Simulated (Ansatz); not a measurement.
The reference is Ni in the fcc (Cu type) structure (space group Fm-3m, No. 225; a = 3.518 Å; ferromagnetic).

(Cell as relaxed with PBE.)

Levels (all Ansatz, an electronic-structure program, PAW): PBE (420 eV, spin-orbit coupling left out); PBEsol (420 eV, no spin-orbit coupling).

Each level relaxes its own structure.

| quantity | PBE | PBEsol |
|---|---|---|
| volume per atom | 10.89 Å³ | … |
| lattice parameter a | 3.518 Å | … |
| band gap | zero | … |
| magnetic state | ferromagnetic | … |
| largest site moment | 0.67 μB | … |

Problem. Given the PBE results, estimate those of PBEsol.

Solution. 
- volume per atom, PBEsol: 10.38 Å³
- lattice parameter a, PBEsol: 3.463 Å
- band gap, PBEsol: zero
- magnetic state, PBEsol: ferromagnetic
- largest site moment, PBEsol: 0.65 μB

PBE's volume per atom lies 0.51 Å³ above PBEsol's (4.9 %); PBE's lattice parameter a lies 0.0556 Å above PBEsol's (1.6 %); the two agree on the band gap and magnetic state. Neither level is exact; PBEsol is the comparison here, not a measurement.

Other magnetic orders, which the real material may have, were not ruled out. Whether these cells are dynamically stable was not tested.
